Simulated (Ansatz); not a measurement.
The decay constant κ of evanescent states in the gap governs leakage through a thin film.

Input:

```
GaN
1.0
    3.25271     0.00000     0.00000
   -1.62635     2.81693     0.00000
    0.00000     0.00000     5.29621
Ga N
2 2
Direct
  0.66667   0.33333   0.49908
  0.33333   0.66667   0.99908
  0.66667   0.33333   0.87592
  0.33333   0.66667   0.37592
```

Space group of this cell: P6_3mc, wurtzite. The cell is strained (all lengths scaled by 1.02); by r2SCAN its mean pressure is -11.1 GPa.

Transport runs along the normal of the first two printed cell vectors, the (001) plane of the conventional cell.

The gap is the functional's own. No spin-orbit coupling. Mid-gap values are interpolated on the energy grid.

Task: State the band gap and the smallest decay constant κ at mid-gap according to r2SCAN (Ansatz, a program for electronic structure).

Result: Gap 1.90 eV on a 12×12×6 mesh; κ = 0.131 1/Å, at the zone centre.
